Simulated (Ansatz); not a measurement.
Take CdSe in the zinc blende structure (space group F-43m, No. 216; a = 6.1333 Å) as the base. Axes: x, y, z lie along the cube axes.

Calculations: r2SCAN (Ansatz, a first-principles code), no SOC, earlier PAW set.

Before the change:

| Quantity | Value |
|---|---|
| Band gap | 1.03 eV |

It is then changed as follows: tensile biaxial strain of 0.36 % in the plane normal to [111], as in epitaxy on a mismatched substrate; the out-of-plane cell vector and the atoms relax.

Question: Predict the new in-plane stress.

Answer: The mean in-plane stress (compression positive) is -0.3 GPa.

Question: Estimate the effect on the out-of-plane strain.

Answer: The out-of-plane strain is -0.30 %.

Question: Estimate the effect on the band gap.

Answer: The band gap shrinks by 0.029 eV, from 1.03 eV to 1.01 eV.

No phonon test of stability was made.
